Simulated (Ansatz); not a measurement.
The parent structure is InSb in the zinc blende structure (space group F-43m, No. 216; a = 6.519 Å).

Method: PBEsol (Ansatz, an electronic-structure program), no spin-orbit coupling.

Base values:

The band gap is zero. The density is 5.67 g/cm³.

Modification: a hydrostatic pressure of 15 GPa.

### Question
Predict the new hole mass.

### Answer
The hole mass (degenerate bands, along [100]) amounts to 0.048, 0.22, 0.22 mₑ (at Γ).

### Question
Predict the new band gap.

### Answer
The band gap becomes 0.81 eV (base: zero).

### Question
How does this affect the density?

### Answer
The density rises by 1.34 g/cm³ (5.67 g/cm³ → 7.01 g/cm³).

With Sb present, leaving out spin-orbit coupling can change the band edges. Load acts through the strain it causes; cell and atoms are relaxed under it. Effective masses come from finite differences of ±0.01 Å⁻¹. Whether these cells are dynamically stable was not tested. Tetrahedral semiconductors of this kind turn to denser phases somewhere between about 1 and 50 GPa; those were not computed, so compressed cells here can lie past the real transition. All final runs are without spin polarisation. The zero or small gap of InSb can change with the level of theory.
